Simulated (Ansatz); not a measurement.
Short convergence ladders for NaAu2 (R3m, 6 atoms in the cell)

```xyz
6
Lattice="0.0000 3.9329 3.9329 3.9329 0.0000 3.9329 3.9329 3.9329 0.0000" Properties=species:S:1:pos:R:3 pbc="T T T"
Na     5.9282     5.9282     5.9282
Na     3.9329     3.9329     3.9329
Au     2.9497     0.9832     2.9497
Au     0.9832     0.9832     0.9832
Au     0.9832     2.9497     2.9497
Au     2.9497     2.9497     0.9832
```

Base method: PBEsol, default PAW files made with PBE (plane waves; Ansatz, a first-principles code).

Base settings: basis.ecutwfc = 30.9 Ry; kpoints.mp_grid.grid = 5 5 5; hamiltonian.xc = pbesol; hamiltonian.pseudopotentials = {kind: paw} (the program's default PAW files); scf.occupations.method = fermi_dirac; scf.occupations.width = 0.0073 Ry.

The count of work is k-points × plane waves × bands × iterations; it is no time. Core times come from one kind of shared machine, to one figure; runs under 30 s give none.

**The cutoff for other potential files**

Level: DFT, PBEsol, plane waves, harder PAW files (source: ansatz) made with PBE.

In this ladder: hamiltonian.pseudopotentials = {kind: paw, source: ansatz}.

The second cell is the first with its lattice scaled by 0.98.

The mesh stays at the base's, so the ladder's end is converged at best in this setting alone.

The first pressure column holds Ansatz's estimate of the finite-basis (Pulay) stress, which hides part of the cutoff error; the other is without it.

Only quantities that move along the ladder and can be compared are tabulated.

| basis.ecutwfc | free energy less the last step's (meV/atom) | energy of the compressed cell less the first (meV/atom) | pressure (GPa) | pressure without the Pulay estimate (GPa) | largest difference of a force vector from the last step's (eV/Å) | count of work / last | core time / last (rough) |
|---|---|---|---|---|---|---|---|
| 23.2 Ry | 4437.74 | -44.59 | -5.63 | -173.81 | 0.053 | 0.092 | – |
| 28.3 Ry | 872.92 | -2.01 | -2.27 | -45.65 | 0.010 | 0.13 | – |
| 36 Ry | 57.05 | 1.65 | -2.26 | -6.37 | 0.001 | 0.21 | – |
| 43.7 Ry | 2.31 | 2.19 | -2.23 | -2.46 | 0.000 | 0.28 | – |
| 51.4 Ry | 0.37 | 2.16 | -2.24 | -2.24 | 0.000 | 0.35 | – |
| 61.7 Ry | 0.24 | 2.16 | -2.24 | -2.24 | 0.000 | 0.47 | 0.5 |
| 77.2 Ry | 0.11 | 2.16 | -2.24 | -2.24 | 0.000 | 0.66 | 0.7 |
| 102.9 Ry | 0.00 | 2.15 | -2.24 | -2.24 | 0.000 | 1.0 | 1 |

Coarsest basis.ecutwfc that holds the forces within 0.005 eV/Å of the last step, with all finer ones: 36 Ry, at 0.21 of the last step's count of work; the step before is off by 0.010 eV/Å.

Coarsest basis.ecutwfc that holds the free energy within 0.5 meV/atom of the last step, with all finer ones: 51.4 Ry, at 0.35 of the last step's count of work; the step before is off by 2.3 meV/atom.

Coarsest basis.ecutwfc that holds the pressure without the Pulay estimate within 1 GPa of the last step, with all finer ones: 43.7 Ry, at 0.28 of the last step's count of work; the step before is off by 4.1 GPa.

The energy difference between the two cells stays within 1 meV/atom of the last step's from 36 Ry on, the total only from 51.4 Ry on: much of the error is common to both cells and cancels.

At the lowest cutoff the pressure without the Pulay estimate lies 172 GPa under the last step's, the usual sign of Pulay stress in an incomplete plane-wave basis.

**The density cutoff**

The mesh stays at the base's, so the ladder's end is converged at best in this setting alone.

Only quantities that move along the ladder and can be compared are tabulated.

```csv
basis.ecutrho_ratio,free energy less the last step's (meV/atom)
2,-1.29
3,-0.25
4,-0.08
5,-0.03
6,-0.02
8,0.00
10,0.00
12,0.00
16,0.00
```

Coarsest basis.ecutrho_ratio that holds the free energy within 1 meV/atom of the last step, with all finer ones: 3; the step before is off by 1.3 meV/atom.

**The relaxed cell against the cutoff**

On NaAu2 (Fd-3m, 6 atoms in the cell): atoms on their sites.

In this ladder: relax = cell and atoms.

The mesh stays at the base's, so the ladder's end is converged at best in this setting alone.

Only quantities that move along the ladder and can be compared are tabulated.

| basis.ecutwfc | relaxed volume (Å³/atom) | relaxation steps |
|---|---|---|
| 18.4 Ry | 20.101 | 14 |
| 21.7 Ry | 19.780 | 12 |
| 26.1 Ry | 19.719 | 7 |
| 30.9 Ry | 19.717 | 5 |
| 37.1 Ry | 19.717 | 5 |
| 46.3 Ry | 19.716 | 5 |
| 61.7 Ry | 19.716 | 5 |

Coarsest basis.ecutwfc that holds the relaxed volume within 0.039 Å³/atom of the last step, with all finer ones: 26.1 Ry; the step before is off by 0.064 Å³/atom.

At the lowest cutoff the cell relaxes to a volume 2.0 % larger than at the highest. Ansatz relaxes on a stress corrected for the finite basis.

On the base run: the starting cell comes from a database of computed structures (which also holds hypothetical and non-ambient phases and stackings), without a prior relaxation at this level. Its lattice was rescaled by up to half a per cent. One atom was moved a little off its site on purpose.

Left out of this page: 1 run of the series failed or unconverged.

Keys are those of Ansatz 0.2.
